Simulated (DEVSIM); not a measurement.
abrupt Si n-p junction

Structure: abrupt Si n-p junction, at 400 K.

| layer (left to right) | material | thickness (μm) | Nd (cm⁻³) | Na (cm⁻³) | τn (s) | τp (s) |
|---|---|---|---|---|---|---|
| 1 | Si | 16.0 | 9.4e15 | - | 1.2e-6 | 1.2e-6 |
| 2 | Si | 100 | - | 8.4e13 | 1.2e-6 | 1.2e-6 |

Left contact: ohmic. Right contact: ohmic. Voltage is applied to the left contact. Recombination: SRH at mid-gap, Auger. Gap narrowing is on: ΔEg = 6.92 meV × (l + √(l² + 0.5)), l = ln(N/1.3e17 cm⁻³), shared equally by both band edges. Mobility is constant in doping.

Constants are typed, rounded textbook-type inputs, not results; the design itself was drawn at random and stands for no fabricated device. Values at 300 K; Nc and Nv go as T^1.5, mobilities as T to minus their exponent, the gap by Varshni's rule with the affinity fixed.

| parameter | Si |
|---|---|
| gap (eV) | 1.124 |
| affinity (eV) | 4.05 |
| permittivity | 11.7 |
| Nc (cm⁻³) | 2.86e19 |
| Nv (cm⁻³) | 3.1e19 |
| μn (cm²/Vs) | 1417 |
| μp (cm²/Vs) | 470 |
| T exponent of μn | 2.3 |
| T exponent of μp | 2.2 |
| Cn (cm⁶/s) | 2.8e-31 |
| Cp (cm⁶/s) | 9.9e-32 |
| Varshni α (eV/K) | 0.000473 |
| Varshni β (K) | 636 |

DEVSIM, 1D drift-diffusion, Boltzmann statistics, complete ionisation; no tunnelling, impact ionisation, image-force lowering or self-heating.

```yaml
potential_step_across_the_device_at_zero_bias: 0.348 V
largest_field_in_the_device_at_zero_bias: 6400 V/cm
Dark forward voltage at 1 A/cm²: 0.510 V
```

Dark forward current:

(V (V), J (A/cm²)): (-0.05, -0.00094); (-0.15, -0.013); (-0.30, -0.14); (-0.40, -0.40); (-0.55, -1.3); (-0.65, -2.4); (-0.75, -3.9); (-0.90, -6.8); (-1.00, -9.2); (-1.10, -12); (-1.25, -16); (-1.35, -19); (-1.50, -24); (-1.60, -28)

Dark reverse current:

```json
[
 {"V (V)": "0.40", "J (A/cm²)": "0.00037"},
 {"V (V)": "1.00", "J (A/cm²)": "0.00042"},
 {"V (V)": "2.00", "J (A/cm²)": "0.00048"},
 {"V (V)": "3.00", "J (A/cm²)": "0.00053"},
 {"V (V)": "4.00", "J (A/cm²)": "0.00057"},
 {"V (V)": "6.00", "J (A/cm²)": "0.00064"},
 {"V (V)": "8.00", "J (A/cm²)": "0.00070"},
 {"V (V)": "10.00", "J (A/cm²)": "0.00075"},
 {"V (V)": "13.00", "J (A/cm²)": "0.00082"},
 {"V (V)": "16.00", "J (A/cm²)": "0.00088"},
 {"V (V)": "20.00", "J (A/cm²)": "0.00095"}
]
```
